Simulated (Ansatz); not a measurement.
Partial pair distribution functions of a relaxed model of amorphous In24O37Li2, broadened by 0.06 Å; density 6.38 g/cm³. All values below come from PBE, scalar-relativistic without spin-orbit coupling (plane waves to 420 eV, PAW; Ansatz, an electronic-structure program).

It comes from a melt-quench run on a machine-learned potential (CHGNet), relaxed afterwards by DFT. O atoms were pushed apart under 1.9 Å during the dynamics, to hinder bonds among them. The hot cell started wider than the set density and was brought back towards it in steps. It is the lowest in DFT energy of 2 quenches. It is a model cell: composition and starting density were chosen by hand, and all elements were melted together. No dispersion term was used. Its density started from a set value of 6.38 and ended at 6.38 g/cm³. The simulated quench (nominally 280 K/ps over its main leg) is rapid and tends to freeze in more defects than a deposited or slowly cooled glass has. A cell of this size samples the disorder only roughly. The volume was held where the preparation left it and the shape relaxed, at a PBE pressure of 1.4 GPa. Stress components on the final sampling reach 1.5 GPa.

```json
[
 {"r (Å)": "1.60", "g In-O": "0.00", "g O-Li": "0.00", "g In-In": "0.00", "g O-O": "0.00"},
 {"r (Å)": "1.70", "g In-O": "0.00", "g O-Li": "0.25", "g In-In": "0.00", "g O-O": "0.00"},
 {"r (Å)": "1.80", "g In-O": "0.00", "g O-Li": "2.01", "g In-In": "0.00", "g O-O": "0.00"},
 {"r (Å)": "1.90", "g In-O": "0.04", "g O-Li": "4.64", "g In-In": "0.00", "g O-O": "0.00"},
 {"r (Å)": "2.00", "g In-O": "1.26", "g O-Li": "6.82", "g In-In": "0.00", "g O-O": "0.00"},
 {"r (Å)": "2.10", "g In-O": "7.23", "g O-Li": "2.59", "g In-In": "0.00", "g O-O": "0.00"},
 {"r (Å)": "2.20", "g In-O": "8.16", "g O-Li": "0.62", "g In-In": "0.00", "g O-O": "0.00"},
 {"r (Å)": "2.30", "g In-O": "3.27", "g O-Li": "0.02", "g In-In": "0.00", "g O-O": "0.00"},
 {"r (Å)": "2.40", "g In-O": "0.99", "g O-Li": "0.00", "g In-In": "0.00", "g O-O": "0.00"},
 {"r (Å)": "2.50", "g In-O": "0.26", "g O-Li": "0.00", "g In-In": "0.00", "g O-O": "0.03"},
 {"r (Å)": "2.60", "g In-O": "0.13", "g O-Li": "0.02", "g In-In": "0.00", "g O-O": "0.27"},
 {"r (Å)": "2.70", "g In-O": "0.18", "g O-Li": "0.44", "g In-In": "0.00", "g O-O": "0.92"},
 {"r (Å)": "2.80", "g In-O": "0.13", "g O-Li": "0.99", "g In-In": "0.00", "g O-O": "2.51"},
 {"r (Å)": "2.90", "g In-O": "0.10", "g O-Li": "0.79", "g In-In": "0.01", "g O-O": "3.00"},
 {"r (Å)": "3.00", "g In-O": "0.17", "g O-Li": "0.12", "g In-In": "0.20", "g O-O": "2.33"},
 {"r (Å)": "3.10", "g In-O": "0.10", "g O-Li": "0.41", "g In-In": "1.24", "g O-O": "1.93"},
 {"r (Å)": "3.20", "g In-O": "0.24", "g O-Li": "1.24", "g In-In": "2.31", "g O-O": "1.77"},
 {"r (Å)": "3.30", "g In-O": "0.31", "g O-Li": "0.76", "g In-In": "2.43", "g O-O": "1.81"},
 {"r (Å)": "3.40", "g In-O": "0.26", "g O-Li": "0.85", "g In-In": "3.35", "g O-O": "1.78"},
 {"r (Å)": "3.50", "g In-O": "0.30", "g O-Li": "0.88", "g In-In": "2.81", "g O-O": "1.30"},
 {"r (Å)": "3.60", "g In-O": "0.50", "g O-Li": "0.31", "g In-In": "2.06", "g O-O": "1.00"},
 {"r (Å)": "3.70", "g In-O": "0.60", "g O-Li": "0.97", "g In-In": "2.13", "g O-O": "0.91"},
 {"r (Å)": "3.80", "g In-O": "0.83", "g O-Li": "0.75", "g In-In": "1.71", "g O-O": "0.81"},
 {"r (Å)": "3.90", "g In-O": "1.08", "g O-Li": "0.44", "g In-In": "1.34", "g O-O": "0.74"},
 {"r (Å)": "4.00", "g In-O": "1.29", "g O-Li": "1.20", "g In-In": "1.58", "g O-O": "0.60"},
 {"r (Å)": "4.10", "g In-O": "1.49", "g O-Li": "1.86", "g In-In": "1.02", "g O-O": "0.80"},
 {"r (Å)": "4.20", "g In-O": "1.19", "g O-Li": "1.57", "g In-In": "0.77", "g O-O": "0.80"},
 {"r (Å)": "4.30", "g In-O": "1.23", "g O-Li": "1.22", "g In-In": "0.54", "g O-O": "1.08"},
 {"r (Å)": "4.40", "g In-O": "1.32", "g O-Li": "1.64", "g In-In": "0.28", "g O-O": "0.84"},
 {"r (Å)": "4.50", "g In-O": "1.22", "g O-Li": "1.44", "g In-In": "0.43", "g O-O": "0.57"},
 {"r (Å)": "4.60", "g In-O": "1.41", "g O-Li": "1.18", "g In-In": "0.35", "g O-O": "0.48"},
 {"r (Å)": "4.70", "g In-O": "1.53", "g O-Li": "0.65", "g In-In": "0.34", "g O-O": "0.49"}
]
```

Within 2.80 Å each In has 5.54 O neighbours on average.
